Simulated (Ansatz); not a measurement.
## A computed series for CoSn: pressure series

Take CoSn (space group P6/mmm, No. 191; a = 5.2940 Å, c = 4.2354 Å; non-magnetic) as the base.

Cell and atoms are relaxed at each pressure.

Method: PBE (Ansatz, an electronic-structure program, PAW, no spin-orbit coupling).

Two rows of this table had their results exchanged by mistake.

```tsv
pressure	volume per atom (Å³)	shortest distance (Å)	band gap
pressure −2 GPa	17.41	2.626	zero
pressure −1 GPa	17.27	2.618	zero
pressure 1.8 GPa	16.90	2.600	zero
pressure 4.2 GPa	16.62	2.585	zero
pressure 9 GPa	16.12	2.559	zero
pressure 18 GPa	15.37	2.518	zero
pressure 30 GPa	13.27	2.397	zero
pressure 45 GPa	13.86	2.432	zero
pressure 60 GPa	14.60	2.475	zero
```

**Question.** Which two?

**Answer.** The rows for pressure 30 GPa and pressure 60 GPa: the volume has to fall steadily with pressure, so 14.60 Å³ belongs to pressure 30 GPa and 13.27 Å³ to pressure 60 GPa.

Load acts through the strain it causes; cell and atoms are relaxed under it. No phonon test of stability was made. No other phases were tried under pressure. Starting moments died away, wholly or in part, for the base; another magnetic solution may exist. The final runs are not spin-polarised.
